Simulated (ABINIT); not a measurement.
Band structure of LiCuS2 (Pnnm, 8 atoms in the cell).

```yaml
crystal:
  lattice:
    - [5.96554, 0.00000, 0.00000]
    - [0.00000, 6.65461, 0.00000]
    - [0.00000, 0.00000, 3.37499]
  atoms:
    - { symbol: Li, position: [0.00000, 0.50000, 0.50000] }
    - { symbol: Li, position: [0.50000, 0.00000, 0.00000] }
    - { symbol: Cu, position: [0.00000, 0.00000, 0.00000] }
    - { symbol: Cu, position: [0.50000, 0.50000, 0.50000] }
    - { symbol: S, position: [0.18406, 0.85406, 0.50000] }
    - { symbol: S, position: [0.81594, 0.14594, 0.50000] }
    - { symbol: S, position: [0.68406, 0.64594, 0.00000] }
    - { symbol: S, position: [0.31594, 0.35406, 0.00000] }
```

Method of the run: PBEsol, PAW (JTH v2.0 PBE PAW, files made for PBE) (plane waves; ABINIT).

Settings: pseudos = [Li.GGA_PBE-JTH.xml, Cu.GGA_PBE-JTH.xml, S.GGA_PBE-JTH.xml]; ecut = 30 Ha; pawecutdg = 60 Ha; pawxcdev = 0; ixc = -116133; occopt = 1; ngkpt = 3 3 5; nshiftk = 1; shiftk = 0 0 0; potentials = JTH v2.0 PBE PAW; kptopt = 1; nstep = 100; toldfe1 = 1e-09 Ha.

The starting cell comes from a database of computed structures (which also holds hypothetical and non-ambient phases and stackings), without a prior relaxation at this level. The potentials were made for another functional than the one used.

Problem. Predict the gap along the standard path and the places of the band edges.

Solution. The gap along the path is 0.52 eV, from Γ to a point between Γ and X; the smallest direct gap on it is 0.99 eV.

Levels in eV from the top of the valence band on the SCF mesh, bands 31 to 37:
```tsv
point	31	32	33	34	35	36	37
Γ	-0.79	-0.15	-0.01	0.00	1.47	1.57	4.58
X	-1.41	-1.41	-0.77	-0.77	0.56	0.56	4.14
S	-1.17	-1.17	-0.88	-0.88	1.30	1.30	4.86
Y	-0.65	-0.65	-0.21	-0.21	1.45	1.45	5.09
Z	-1.21	-1.21	-0.18	-0.18	1.54	1.54	5.81
U	-1.57	-1.57	-0.61	-0.61	1.28	1.28	4.33
R	-1.01	-1.01	-0.86	-0.86	0.64	0.64	4.38
T	-0.81	-0.81	-0.45	-0.45	1.41	1.41	5.34
```
